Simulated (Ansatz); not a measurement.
**Effect of isotropic strain −1.00 % on MgSe**

Take MgSe in the rock salt structure (space group Fm-3m, No. 225; a = 5.391 Å) as the base.

Perturbation: an isotropic linear strain of −1.00 %, atoms relaxed at fixed cell.

Method: LDA in Ansatz (plane waves to 420 eV, PAW, no spin-orbit coupling). k-mesh 11×11×11 (Γ-centred); smearing 0.05 eV (Fermi–Dirac).

```json
[
 {"quantity": "volume per atom", "base": "19.59 Å³", "changed": "19.01 Å³", "shift": "-0.58 Å³"},
 {"quantity": "shortest interatomic distance", "base": "2.696 Å", "changed": "2.669 Å", "shift": "-0.027 Å"},
 {"quantity": "energy relative to the base (free energy F)", "base": "0 meV/atom", "changed": "+3.9 meV/atom", "shift": "+3.9 meV/atom"},
 {"quantity": "pressure", "base": "0.00 GPa", "changed": "2.22 GPa", "shift": "+2.22 GPa"},
 {"quantity": "band gap", "base": "1.72 eV", "changed": "1.77 eV", "shift": "+0.05 eV"},
 {"quantity": "gap character", "base": "indirect, Γ → X", "changed": "indirect, Γ → X", "shift": "–"},
 {"quantity": "mean gap deformation potential ΔEg/Δln V", "base": "–", "changed": "-1.6 eV", "shift": "–"},
 {"quantity": "width of the top valence band", "base": "2.68 eV", "changed": "2.78 eV", "shift": "+0.095 eV"},
 {"quantity": "electron mass", "base": "0.49 mₑ along k, 0.23 mₑ across (at X)", "changed": "0.49 mₑ along k, 0.23 mₑ across (at X)", "shift": "–"},
 {"quantity": "hole mass (degenerate bands, along [100])", "base": "0.16, 0.75, 0.75 mₑ (at Γ)", "changed": "0.17, 0.73, 0.73 mₑ (at Γ)", "shift": "–"},
 {"quantity": "valley order (the lowest conduction-band minima on the path, energy above the VBM, named in the base's zone)", "base": "X along ⟨100⟩ 1.72 eV; Γ 2.60 eV", "changed": "X along ⟨100⟩ 1.77 eV; Γ 2.82 eV", "shift": "–"}
]
```

Final structure:

```
MgSe
1.0
    0.00000     2.66869     2.66869
    2.66869     0.00000     2.66869
    2.66869     2.66869     0.00000
Mg Se
1 1
Direct
  0.00000   0.00000   0.00000
  0.50000   0.50000   0.50000
```

Masses are band curvatures over ±0.01 Å⁻¹ around the edge. Along k means along the line from Γ to the band edge. Whether these cells are dynamically stable was not tested.

Ansatz is a quantum-chemistry and plane-wave program.
